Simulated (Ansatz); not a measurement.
**AlCr2C: biaxial strain −1.73 %, plane normal [001], relaxed out of plane**

Start from AlCr$_{2}$C (space group P6_3/mmc, No. 194; a = 2.812 Å, c = 12.600 Å; non-magnetic). Axes: x lies along a and z along c of the hexagonal cell.

The change: biaxial strain −1.73 %, plane normal [001], relaxed out of plane (Cartesian); in-plane vectors clamped, the third vector and the atoms free.

Level of theory: PBEsol in Ansatz (plane waves to 420 eV, PAW, scalar-relativistic without spin-orbit coupling), earlier PAW set. Γ-centred 19×19×4 mesh, Fermi–Dirac width 0.05 eV.

```csv
quantity,base,changed,shift
space group,P6_3/mmc (No. 194),P6_3/mmc (No. 194),–
shortest interatomic distance,1.941 Å,1.930 Å,-0.011 Å
"pressure (mean of the normal stresses, compression positive)",0.0 GPa,5.1 GPa,+5.1 GPa
band gap,zero,zero,–
out-of-plane strain (rough),–,+1.06 %,–
mean in-plane stress (compression positive) (rough),–,+7.7 GPa,–
```

Final structure (turned so that z lies along the plane normal):

```xyz
8
Lattice="2.7632 0.0000 0.0000 1.3816 2.3930 0.0000 0.0000 0.0000 12.7326" Properties=species:S:1:pos:R:3 pbc="T T T"
Al     1.3816     0.7977     9.5494
Al     2.7632     1.5954     3.1831
Cr     1.3816     0.7977     1.0854
Cr     2.7632     1.5954     7.4517
Cr     2.7632     1.5954    11.6472
Cr     1.3816     0.7977     5.2809
C      0.0000     0.0000     0.0000
C      0.0000     0.0000     6.3663
```

Cost of the whole job for the changed cell (relaxation, final SCF and bands): about 2.9 core-minutes (a rough figure).

Without a gap, meshes like the base's 19×19×4 leave anisotropic stresses uncertain by several tenths of a GPa, and small strain energies with them. Whether these cells are dynamically stable was not tested. Seeded moments were not kept for the base. The final runs are not spin-polarised.

Ansatz is an electronic-structure program.
